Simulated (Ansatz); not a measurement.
**What P on a Fe site, symmetric start does to Fe2O3**

Consider a 10-atom supercell of Fe₂O₃ in the corundum structure (space group R-3c, No. 167; a = 4.6978 Å, c = 13.1899 Å (hexagonal axes); ferromagnetic) at its relaxed geometry.

Perturbation: a neutral P on a Fe site, symmetric start, atoms relaxed at fixed cell.

The values are results of PBEsol (Ansatz, a program for electronic structure; PAW; 420 eV plane waves; no spin-orbit coupling), not measurements. Γ-centred 10×10×10 mesh, Fermi–Dirac width 0.05 eV.

The pressure goes from zero to 6.0 GPa and the energy gained by relaxation comes out as 1.86 eV. The mean distance from the defect site to its nearest host atoms drops by 0.19 Å (1.87 Å → 1.68 Å).

Final structure:

```xyz
10
Lattice="4.6978 0.0000 0.0000 -2.3489 4.0684 0.0000 0.0000 -2.7123 4.3966" Properties=species:S:1:pos:R:3 pbc="T T T"
P      0.0000     2.7123     0.1266
Fe     0.0000     0.0000     1.9900
Fe     2.3489    -1.3561     4.2721
Fe     2.3489     1.3561     2.3893
O      1.3471    -0.0250     3.4139
O     -0.6519     1.1791     3.4139
O      4.0026    -1.1541     3.4139
O      0.7696     1.4906     0.9879
O      3.0221    -0.0788     0.9879
O     -1.4429     2.6566     0.9879
```

The cell is small, so the values are those of an ordered compound at a high defect concentration; dilute-limit values will differ. The defect started on the symmetric site and kept its symmetry, so it may sit on a saddle. No Hubbard U is applied and the magnetic state is the run's own (Fe3PO6 magnetic; Fe2O3 ferromagnetic); other magnetic orders, which need larger cells, were not tried and can change the gap. In its common phase, real Fe2O3 is an antiferromagnetic insulator at low temperature. The defect cell is spin-polarised and ends with 5.0 μB.
